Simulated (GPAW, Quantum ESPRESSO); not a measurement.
A GPAW input for a self-consistent single point of Cu3N (Pm-3m, 4 atoms in the cell) (DFT PBE+U, plane waves, GPAW PAW datasets PBE (gpaw-data 1.0.1)):

```python
from ase import Atoms
from ase.units import GPa
from gpaw import GPAW

atoms = Atoms(['Cu', 'Cu', 'Cu', 'N'],
              cell=[[3.749860, 0.000000, 0.000000],
                    [0.000000, 3.749860, 0.000000],
                    [0.000000, 0.000000, 3.749860]],
              scaled_positions=[[0.000000, 0.000000, 0.500000],
                                [0.500000, 0.000000, 0.000000],
                                [0.000000, 0.500000, 0.000000],
                                [0.000000, 0.000000, 0.000000]],
              pbc=True)

calc = GPAW(mode={'name': 'pw', 'ecut': 950},
            xc='PBE',
            setups={'Cu': ':d,2.0'},
            kpts={'size': (6, 6, 6), 'gamma': True},
            occupations={'name': 'fermi-dirac', 'width': 0.136},
            nbands=-10,
            convergence={'forces': 0.001},
            symmetry={'symmorphic': False, 'tolerance': 0.0005},
            maxiter=120)

atoms.calc = calc

energy = atoms.get_potential_energy()
print('Energy (eV):', round(energy, 6))
forces = atoms.get_forces()
print('Forces (eV/Ang):')
print(forces.round(5))
stress = atoms.get_stress()
print('Stress (GPa, Voigt):', (stress / GPa).round(4))
```

### Question
Give the Quantum ESPRESSO input for the same structure, mesh, smearing and functional.

### Answer
One input that does it (others would too):

```fortran
&CONTROL
  calculation = 'scf'
  prefix = 'cu3n'
  outdir = './tmp/'
  pseudo_dir = './'
  tprnfor = .true.
  tstress = .true.
/
&SYSTEM
  ibrav = 1
  celldm(1) = 7.0862084057
  nat = 4
  ntyp = 2
  ecutwfc = 50
  ecutrho = 400
  occupations = 'smearing'
  smearing = 'fermi-dirac'
  degauss = 0.0099958
/
&ELECTRONS
  conv_thr = 1.0d-9
  mixing_beta = 0.3
/
ATOMIC_SPECIES
Cu    63.5460  Cu_pbe_v1.2.uspp.F.UPF
N     14.0070  N.pbe-n-radius_5.UPF
ATOMIC_POSITIONS {crystal}
Cu    0.0000000000    0.0000000000    0.5000000000
Cu    0.5000000000    0.0000000000    0.0000000000
Cu    0.0000000000    0.5000000000    0.0000000000
N     0.0000000000    0.0000000000    0.0000000000
K_POINTS {automatic}
6 6 6  0 0 0
HUBBARD {ortho-atomic}
U Cu-3d 2
```

Basis, cutoffs, solver keys and any potentials are the target program's own. This input uses DFT, PBE+U, plane waves, SSSP 1.1.2 efficiency (PBE) pseudopotentials.

The starting cell comes from a database of computed structures (which also holds hypothetical and non-ambient phases and stackings), without a prior relaxation at this level. Its lattice was rescaled by a random factor within 2.5 % of one.
